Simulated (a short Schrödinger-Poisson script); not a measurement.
Stack: MOS inversion layer, Si3N4 on p-type Si(100), at 300 K.

From the gate side: 3.1 nm Si3N4; 580 nm Si, acceptors 5.4e17 cm⁻³.

Constants are typed, rounded textbook-type inputs, not results; the design itself was drawn at random and stands for no fabricated device. Si3N4: permittivity 7.5, conduction-band edge (eV) 1.95, gap (eV) 5.1, electron mass (mₑ) 0.5. Si: permittivity 11.7, conduction-band edge (eV) 0, gap (eV) 1.124, Nv at 300 K (cm⁻³) 3.1e19.

Channel valleys (confinement mass, in-plane density-of-states mass, number): Δ2 0.916, 0.19, 2; Δ4 0.19, 0.417, 4. At the gate the conduction-band edge of layer 1 lies 2.19 eV − eVg above the Fermi level of the channel; the field vanishes at the back. Gaps are held at their typed values at every temperature. Mesh 0.03 nm at interfaces.

Solved with a short Schrödinger-Poisson script written for these runs: 1D Poisson equation in equilibrium, electrons quantum, Hartree (BenDaniel-Duke, 12 states a valley, the channel's in-plane mass for all, wave functions ending at the dielectric), parabolic valleys, classical holes, full ionisation, no traps, pinning or gate leakage.

| Vg (V) | electrons (cm⁻²) | C (μF/cm²) | Δ2 E0 (meV from the Fermi level) | Δ4 E0 (meV from the Fermi level) |
|---|---|---|---|---|
| 0.3 | 1.53e9 | 0.212 | 214.8 | 275.6 |
| 0.35 | 8.00e9 | 0.238 | 171.7 | 233.6 |
| 0.4 | 3.88e10 | 0.361 | 130.4 | 193.5 |
| 0.45 | 1.47e11 | 0.668 | 95.2 | 159.8 |
| 0.5 | 3.78e11 | 1.00 | 70.0 | 136.3 |
| 0.55 | 7.08e11 | 1.22 | 52.6 | 120.9 |
| 0.6 | 1.10e12 | 1.35 | 40.0 | 110.4 |
| 0.65 | 1.52e12 | 1.43 | 30.1 | 102.7 |
| 0.7 | 1.97e12 | 1.49 | 22.0 | 96.8 |
| 0.75 | 2.44e12 | 1.53 | 15.0 | 92.0 |
| 0.8 | 2.92e12 | 1.56 | 8.9 | 87.9 |
| 0.85 | 3.41e12 | 1.59 | 3.3 | 84.5 |
| 0.9 | 3.91e12 | 1.61 | -1.7 | 81.4 |
| 0.95 | 4.41e12 | 1.63 | -6.5 | 78.7 |
| 1 | 4.92e12 | 1.64 | -10.9 | 76.3 |
| 1.05 | 5.43e12 | 1.66 | -15.1 | 74.1 |
| 1.1 | 5.95e12 | 1.67 | -19.1 | 72.0 |
| 1.15 | 6.47e12 | 1.68 | -22.9 | 70.1 |

Gate voltages with under 1e9 electrons/cm² are left out.

Task: At Vg = 1.15 V the lowest Δ2 subband lies at -22.9 meV from the Fermi level. How many electrons does it hold, and what share of all?

Result: The two-dimensional density of states is g m/(πħ²) = 1.59e11 cm⁻² meV⁻¹ (both spins), kT = 25.9 meV, so n = D kT ln(1 + exp(−E/kT)) = 5.05e12 cm⁻², 0.78 of the 6.47e12 cm⁻² in all.

Task: Compare the slope of the sheet density between 1.05 and 1.15 V with the geometric capacitance of the layers between gate and channel.

Result: q Δn/ΔV = 1.67 μF/cm²; ε0/Σ(t/ε) = 2.14 μF/cm². The ratio is 0.78: the channel acts as a further capacitance in series.
